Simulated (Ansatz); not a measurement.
Sb2S3 (model structure, started from the corundum type, R-3c, No. 167, 10 atoms in the cell), treated with PBEsol in Ansatz (plane waves, PAW).

Settings: plane-wave cutoff 500 eV, 8×8×8 k mesh, Fermi–Dirac smearing 0.05 eV, scalar-relativistic PAW data made under PBE.

Cell (relaxed at this level):

Space group R-3c, hexagonal axes (No. 167); a = 7.1379 Å, b = 7.1379 Å, c = 17.6887 Å, α = 90.00°, β = 90.00°, γ = 120.00°

| atom | site | symmetry | x | y | z |
|---|---|---|---|---|---|
| Sb | 12c | 3. | 0.0000 | 0.0000 | 0.1534 |
| S | 18e | .2 | 0.2790 | 0.2790 | 0.2500 |
(The calculation used a cell of 10 atoms; values per cell refer to that cell.)

**Question.** What does this level give for the band gap?

**Answer.** 
- band gap = 0.61 eV (on the SCF k mesh)

Note: the relaxation could raise the start's symmetry but not lower it, so the cell can be a saddle point.

Spin–orbit coupling is not included.

Computed values are for the static lattice.

Cost on a shared machine: very roughly 8 core-minutes.

A model structure was made by putting elements into a prototype or built by hand; it is no filed structure, need not be a known phase, and can be a saddle point held by its symmetry.

Ansatz is a quantum-chemistry and plane-wave program.
